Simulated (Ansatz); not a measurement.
**Fe₃Ge (Pm-3m, No. 221, 4 atoms in the cell; start mp-20344)**

Method: r²SCAN in Ansatz (plane waves, PAW).

Numerical settings: plane-wave cutoff 500 eV, 12×12×12 k mesh, Fermi–Dirac smearing 0.05 eV, spin-polarised start, scalar-relativistic PAW data made under PBE.

Cell (relaxed at this level):

Space group Pm-3m (No. 221); a = 3.663 Å, b = 3.663 Å, c = 3.663 Å, α = 90.00°, β = 90.00°, γ = 90.00°

```tsv
atom	site	symmetry	x	y	z
Fe	3c	4/mm.m	0.0000	0.5000	0.5000
Ge	1a	m-3m	0.0000	0.0000	0.0000
```

```json
{
 "band_gap": "zero (no gap)"
}
```

Note: the magnetic order was assumed, not searched for or taken from measurement; a magnet's gap depends somewhat on the PAW data; the relaxation could not lower the start's symmetry, so the cell can be a saddle point above a distorted one.

Spin–orbit coupling is not included.

Computed values are for the static lattice.

Cost on a shared machine: around 3 core-minutes (rough).

A start named mp-… is a Materials Project structure, which need not be a measured phase.

Ansatz is a program for electronic structure.
